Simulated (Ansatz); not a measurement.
Consider ZrO$_{2}$ in the fluorite structure (space group Fm-3m, No. 225).

```
CELL_PARAMETERS angstrom
      0.00000     2.55794     2.55794
      2.55794     0.00000     2.55794
      2.55794     2.55794     0.00000
ATOMIC_POSITIONS crystal
  Zr 0.00000 0.00000 0.00000
  O  0.25000 0.25000 0.25000
  O  0.75000 0.75000 0.75000
```

All numbers come from Kohn–Sham DFT with the PBE functional, run in Ansatz (an electronic-structure program) with PAW and 420 eV plane waves, no spin-orbit coupling.

Before the change:

- Volume per atom: 11.16 Å³
- Valley order: Γ 3.32 eV; X along ⟨100⟩ 3.75 eV; a point along ⟨110⟩, about 0.8 Å⁻¹ from Γ 3.75 eV; L along ⟨111⟩ 3.94 eV

It is then changed as follows: a hydrostatic pressure of 30 GPa.

Q: Estimate the effect on the volume per atom and valley order.

A: The volume per atom shrinks by 1.09 Å³ (11.16 Å³ → 10.07 Å³); the valley order (the lowest conduction-band minima on the path, energy above the VBM, named in the base's zone) goes from Γ 3.32 eV; X along ⟨100⟩ 3.75 eV; a point along ⟨110⟩, about 0.8 Å⁻¹ from Γ 3.75 eV; L along ⟨111⟩ 3.94 eV to Γ 3.59 eV; a point along ⟨110⟩, about 0.9 Å⁻¹ from Γ 4.10 eV; X along ⟨100⟩ 4.12 eV; L along ⟨111⟩ 4.34 eV.

The levels and masses belong to the bands next to the band gap. Load acts through the strain it causes; cell and atoms are relaxed under it. No phonon test of stability was made. Competing high-pressure phases were not computed. This is not the structure that ZrO2 has at room temperature and ambient pressure.
